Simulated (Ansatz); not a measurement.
Start from Cs2AgBiBr6 (space group Fm-3m, No. 225; a = 11.1874 Å). Axes: x, y, z lie along the cube axes.

Calculations: Ansatz (a program for electronic structure) PBEsol, spin-orbit coupling left out.

For the base:

The hole mass is 0.17 mₑ along k, 0.69 mₑ across (at X) and the pressure comes out as 0.00 GPa.

Now apply this change: the cell is compressed by 3.00 % along z with no lateral relaxation, atoms relaxed at fixed cell.

Question: What happens to the hole mass?

Answer: The hole mass changes from 0.17 mₑ along k, 0.69 mₑ across (at X) to 0.16 mₑ along k, 0.51 mₑ across (at X).

Question: How does this affect the pressure?

Answer: The pressure (mean of the normal stresses, compression positive) goes from zero to 0.95 GPa.

Question: What does the calculation give for the largest internal atomic displacement after the change?

Answer: The largest internal atomic displacement comes out as 0.037 Å.

Spin-orbit coupling, missing from the scalar runs, can matter with Bi. The levels and masses belong to the bands next to the band gap. The cells carry an imposed strain or load. Effective masses come from finite differences of ±0.01 Å⁻¹. Along k means along the line from Γ to the band edge. Whether these cells are dynamically stable was not tested.
